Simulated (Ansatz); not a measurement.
This concerns the energy of the reaction as written. Reaction: cell B → cell A. Negative: the products are lower in energy.

Cell A: a sheet of composition Nb, 1 atom, square cell of 2.56 Å (6.6 Å²), symmetry P4/mmm, 0.0 Å thick under 16 Å of vacuum, in-plane vectors relaxed; planes from bottom to top: Nb; a model cell; spin state with PBE: no moments, k-point mesh 22×22×1.
```yaml
crystal:
  lattice:
    - [2.56191, 0.00000, 0.00000]
    - [0.00000, 2.56191, 0.00000]
    - [0.00000, 0.00000, 16.00000]
  atoms:
    - { symbol: Nb, position: [0.00000, 0.00000, 0.50000] }
```

Cell B: a sheet of composition Nb, 1 atom, hexagonal cell of 2.70 Å (6.3 Å²), symmetry P6/mmm, 0.0 Å thick under 16 Å of vacuum, in-plane vectors relaxed; planes from bottom to top: Nb; a model cell; spin state with PBE: no moments, k-point mesh 24×24×1.
```
CELL_PARAMETERS angstrom
      2.69837     0.00000     0.00000
     -1.34919     2.33686     0.00000
      0.00000     0.00000    16.00000
ATOMIC_POSITIONS crystal
  Nb 0.00000 0.00000 0.50000
```

Computed with Ansatz (plane waves, PAW), its PAW set soft_1, cutoff 420 eV, 500 eV for r2SCAN. The structures are at rest with PBE; other levels are single points on them. Neutral cells; Fermi-Dirac smearing of at most 0.10 eV in the solids, energies taken to zero width. The lattices are those relaxed with PBE, so at other levels the solids can be strained, which adds to the spread. A dispersion term (D3(BJ), or D4 for r2SCAN) was computed beside these levels and is taken off wherever the name lacks it. Nuclei at rest; no vibrational terms. The cells' k-point meshes differ in density, so the last digit is unsettled. Cell A has symmetry P4/mmm and got no random move, so less symmetric positions, which may lie lower, weren't tried. Cell B has symmetry P6/mmm and got no random move, so less symmetric positions, which may lie lower, weren't tried.

Question: Estimate the value that PBE returns for this input.

Answer: 0.31 eV, for cell B → cell A.

Question: What do the other levels give, and how wide is the spread?

Answer: 
| Functional | value (eV) | less PBE |
|---|---|---|
| r2SCAN | 0.31 | 0.00 |

The levels span only 0.00 eV, too little to tell them apart.

Ansatz is an electronic-structure program.
